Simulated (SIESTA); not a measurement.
Worked example: self-consistent single point of LaZnSbO (P4/nmm, 8 atoms in the cell) in SIESTA.

Method: GGA PBEsol with spin-orbit coupling, numerical atomic orbitals DZP, PseudoDojo PBEsol fully relativistic norm-conserving potentials (rewritten from UPF to PSML) in SIESTA 5.4.2.

```
CELL_PARAMETERS angstrom
      4.26837     0.00000     0.00000
      0.00000     4.26837     0.00000
      0.00000     0.00000     9.71636
ATOMIC_POSITIONS crystal
  La 0.00000 0.50000 0.88069
  La 0.50000 0.00000 0.11931
  Zn 0.00000 0.00000 0.50000
  Zn 0.50000 0.50000 0.50000
  Sb 0.50000 0.00000 0.68015
  Sb 0.00000 0.50000 0.31985
  O  0.50000 0.50000 0.00000
  O  0.00000 0.00000 0.00000
```

Reference input (self-consistent single point, DFT, GGA PBEsol, numerical atomic orbitals DZP, PseudoDojo PBEsol standard norm-conserving potentials (rewritten from UPF to PSML)): XC.functional = GGA; XC.authors = PBEsol; potentials = PseudoDojo PBEsol standard; PAO.BasisSize = DZP; PAO.EnergyShift = 0.005 Ry; MeshCutoff = 400 Ry; kgrid.MonkhorstPack = 5 5 3; OccupationFunction = MP; OccupationMPOrder = 0; ElectronicTemperature = 200 meV; MaxSCFIterations = 150; SCF.Mixer.Method = Broyden. This run's input differs from it in these lines:

```diff
@@ -1,2 +1,2 @@
-# files in the folder: La.psml Zn.psml Sb.psml O.psml (PseudoDojo PBEsol standard)
+# files in the folder: La.psml Zn.psml Sb.psml O.psml (PseudoDojo PBEsol fully relativistic)
 SystemName  LaZnSbO
@@ -43,2 +43,13 @@
 ElectronicTemperature        200.0 meV
+Spin                         spin-orbit
+%block DM.InitSpin
+  1 0.00 0.00 0.00
+  2 0.00 0.00 0.00
+  3 0.00 0.00 0.00
+  4 0.00 0.00 0.00
+  5 0.00 0.00 0.00
+  6 0.00 0.00 0.00
+  7 0.00 0.00 0.00
+  8 0.00 0.00 0.00
+%endblock DM.InitSpin
```

Output (repeated stretches shortened):

```
        iscf     Eharris(eV)        E_KS(eV)     FreeEng(eV)     dDmax    Ef(eV) dHmax(eV)
   scf:    1   -18192.280132   -18813.518632   -18813.763167  0.779524 -2.417537 97.479330
     spin moment: {S} , |S| = {   -0.00000   -0.00000    0.00000 }     0.00000
   scf:    2   -15184.255632   -18022.249539   -18022.340121  4.135490 -2.727606137.846841
     spin moment: {S} , |S| = {    0.00000    0.00000    0.00000 }     0.00000
   scf:    3   -19058.902022   -19103.049093   -19103.064360  3.939946 -3.442938 18.745425
     spin moment: {S} , |S| = {   -0.00000   -0.00000   -0.00000 }     0.00000
   [... lines left out ...]
     spin moment: {S} , |S| = {   -0.00000    0.00000    0.00000 }     0.00000
   scf:   10   -19117.364902   -19117.365314   -19117.374885  0.000629 -3.732995  0.061844
     spin moment: {S} , |S| = {   -0.00000   -0.00000   -0.00000 }     0.00000
   scf:   11   -19117.365456   -19117.365475   -19117.375047  0.000432 -3.733578  0.003527
     spin moment: {S} , |S| = {    0.00000   -0.00000    0.00000 }     0.00000
   scf:   12   -19117.365456   -19117.365476   -19117.375048  0.000050 -3.733846  0.000859
     spin moment: {S} , |S| = {    0.00000    0.00000    0.00000 }     0.00000
SCF Convergence by DM+H criterion
max |DM_out - DM_in|         :     0.0000503651
max |H_out - H_in|      (eV) :     0.0008587490
SCF cycle converged after 12 iterations

Using DM_out to compute the final energy and forces

siesta: E_KS(eV) =           -19117.3655

siesta: E_KS - E_eggbox =    -19117.3655

siesta: Atomic forces (eV/Ang):
     1   -0.000000   -0.000000   -0.462809
     2    0.000000    0.000000    0.462809
     3   -0.000000   -0.000000    0.000000
     4    0.000000   -0.000000   -0.000000
     5    0.000000    0.000000   -0.014232
     6   -0.000000    0.000000    0.014232
     7   -0.000000    0.000000   -0.000000
     8   -0.000000    0.000000    0.000000
   Tot   -0.000000    0.000000    0.000000
   Max    0.462809
   Res    0.133665    sqrt( Sum f_i^2 / 3N )
   Max    0.462809    constrained

   [... lines left out ...]
siesta: FreeEng =    -19117.375048
   [... lines left out ...]
siesta:     0.018486    0.000000   -0.000000
siesta:     0.000000    0.018486   -0.000000
siesta:    -0.000000   -0.000000    0.023429

siesta: Cell volume =        177.022348 Ang**3

siesta: Pressure (static):
siesta:                Solid            Molecule  Units
siesta:          -0.00021928         -0.00014804  Ry/Bohr**3
siesta:          -0.02013369         -0.01359286  eV/Ang**3
siesta:         -32.25772544        -21.77816930  kBar
```

The run converged in 12 iterations. Against the reference run the pressure hardly changes (-3.13 to -3.23 GPa) and the largest force goes from 0.452 to 0.463 eV/Å. The full log also holds: “initDM: WARNING: atom 3 has a closed-shell and cannot be polarized”. The full log also holds: “initDM: WARNING: atom 4 has a closed-shell and cannot be polarized”.

The starting cell comes from a database of computed structures (which also holds hypothetical and non-ambient phases and stackings), without a prior relaxation at this level. Its lattice was rescaled by a random factor within 2.5 % of one. Values carry the incompleteness of an atom-centred basis. With a pressure of about -3 GPa the cell is away from its equilibrium volume at this level.

Cost on one core of a shared machine: roughly 4 min.
